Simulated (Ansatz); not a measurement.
The starting structures come from a database of crystals and need not be the phases stable at ambient conditions.

Inside the gap of an insulator the Bloch states are evanescent, with a wavenumber k + iκ along the transport direction.

Input:

```
CELL_PARAMETERS angstrom
      5.76986     0.00000     0.00000
      0.00000     6.24537     0.00000
      0.00000     3.12268     1.80288
ATOMIC_POSITIONS crystal
  Hf 0.00000 0.00000 0.00000
  S  0.25243 0.33333 0.00000
  S  0.74757 0.66667 0.00000
```

Space group of this cell: P-3m1, CdI2 type. The cell was relaxed by PBE-D3(BJ); by PBEsol its mean pressure is -1.0 GPa.

Transport runs along the normal of the first two printed cell vectors, the (110) plane of the conventional cell.

No gap correction and no spin-orbit coupling; mid-gap values are interpolated between computed energies.

### Question
Compute, with PBEsol in Ansatz (a program for electronic structure), the band gap and the smallest decay constant κ at mid-gap.

### Answer
Gap 0.76 eV on a 6×16×16 mesh; κ = 0.132 1/Å, at (0.500, 0.000) of the in-plane reciprocal vectors. At the zone centre, at the nearest computed energy, the slowest state has κ = 0.13 1/Å.
